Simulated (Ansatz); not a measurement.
# cubic ZrO2 (0 0 1) on alpha cristobalite (0 0 1) (film strained to the substrate, started from cuts of the bulks and a machine-learned relaxation)

A periodic stack without vacuum, cubic ZrO2 (0 0 1) on alpha cristobalite (0 0 1) (film strained to the substrate, started from cuts of the bulks and a machine-learned relaxation): substrate slab Si7O16, film O20Zr12, surface cells [[0, 1], [-1, 0]] and [[0, -1], [2, 1]], film strained by -0.6 and -0.6 %, outermost planes O/O and Zr/Zr as cut, which need not be the usual terminations and can put a slab off its formula.

The start was prepared with a machine-learned potential, and the result is one local minimum, with the in-plane cell held and forces under 0.04 eV/Å; the film can end far from its bulk form.

The numbers are results of PBE (plane waves to 420 eV, PAW; Ansatz, a first-principles code), not measurements. No spin–orbit coupling; the runs are not spin-polarised; PBE gaps are too small against experiment. Its k-point mesh 5×5×1, Fermi–Dirac width 0.05 eV.

The interface area comes out as 25.8 Å², the period is 29.19 Å and the gaps between the outermost planes at the two interfaces comes out as 0.96 and 0.97 Å. The O–Zr contacts across the interfaces within 1.22 times the sum of covalent radii is 7, mean 2.19 Å and the Si–Zr contacts across the interfaces within 1.22 times the sum of covalent radii is 4, mean 3.29 Å.

```xyz
55
Lattice="5.0812 0.0029 -0.1421 0.0021 5.0796 0.1974 0.0253 1.5664 29.2834" Properties=species:S:1:pos:R:3 pbc="T T T"
Si     1.3058     1.9263     5.5017
Si     4.1478     4.9770     1.9818
Si     3.8055     2.3868     3.6648
Si     1.7112     4.4086     7.3996
O      1.2774     3.0024     6.7133
O      2.3135     2.3549     4.3000
O      4.1115     3.9299     3.2421
O      4.8805     1.8379     4.7484
O      0.4445     4.7165     1.2764
O      1.7832     5.5569     6.2493
O      3.0917     4.6028     0.7929
O      3.8576     1.4210     2.3299
Si     1.7498     1.4839    12.7434
Si     4.3204     4.5404     9.1557
Si     4.1786     1.9109    10.8912
O      1.4321     2.4091    14.0967
O      2.8530     2.2168    11.7888
O      4.5986     3.2918    10.1518
O      5.4022     1.3766    11.8173
O      0.6319     4.8633     8.5223
O      2.2640     5.1198    13.4350
O      3.1727     4.1792     8.0635
O      3.8327     0.7728     9.7797
O      3.7389     2.9938    16.8791
O      0.9132     1.0751    17.2521
O      1.2106     3.5169    16.5514
O      4.0209     0.3218    15.6015
O      3.8871     3.5941    22.4181
O      1.2974     1.4334    22.4928
O      1.3630     3.9539    21.9905
O      4.0785     0.9412    21.3345
O      1.1364     3.7711    19.2760
O      3.4708     0.6534    18.5375
O      3.7096     3.3192    19.6202
O      1.4193     1.3127    19.9167
O      3.0120     3.7658    28.3634
O      0.9887     1.0026    27.6874
O      0.5699     3.5332    27.4054
O      3.6362     0.8336    26.8417
O      0.9049     3.6357    24.6788
O      3.8725     1.2385    24.1157
O      3.3656     3.4647    25.4076
O      1.2900     1.0532    25.0488
Zr     2.2358     2.2982    18.2003
Zr    -0.2631     4.5654    17.9345
Zr    -0.0248     2.0484    15.5533
Zr     2.6657     4.0448    15.0861
Zr     2.4428     2.6468    23.6265
Zr     0.0490     5.1080    23.4424
Zr     0.1862     2.5519    20.9658
Zr     2.7088     4.8663    20.6379
Zr     1.6321     2.4471    29.0020
Zr    -0.4656     4.9638    28.9479
Zr    -0.1941     2.1036    26.0296
Zr     2.1068     4.6792    26.4866
```
